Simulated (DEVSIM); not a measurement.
Device: Pt/Al2O3/p-Si capacitor, at 300 K.

Layer 1 from the left is Al2O3, thickness (nm) 2.30. Layer 2 from the left is Si, thickness (nm) 730, Na (cm⁻³) 6.2e17.

Metal gate on the left, work function 5.6 eV. Fixed charge at the semiconductor interface 0 cm⁻² (in units of +e); no interface traps.

Constants are typed, rounded textbook-type inputs, not results; the design itself was drawn at random and stands for no fabricated device. Values at 300 K.

Al2O3: gap (eV) 6.8, affinity (eV) 1.35, permittivity 9. Si: gap (eV) 1.124, affinity (eV) 4.05, permittivity 11.7, Nc (cm⁻³) 2.86e19, Nv (cm⁻³) 3.1e19.

DEVSIM, 1D Poisson equation in equilibrium, Boltzmann statistics, complete ionisation; no quantum confinement or tunnelling. Metal contacts follow the ideal Schottky-Mott rule: no Fermi-level pinning, no interface dipoles.

Q: What does the simulation give for the flat-band voltage, the minimum of the low-frequency capacitance?

A: flat-band voltage 0.53 V; minimum of the low-frequency capacitance 0.246 μF/cm².
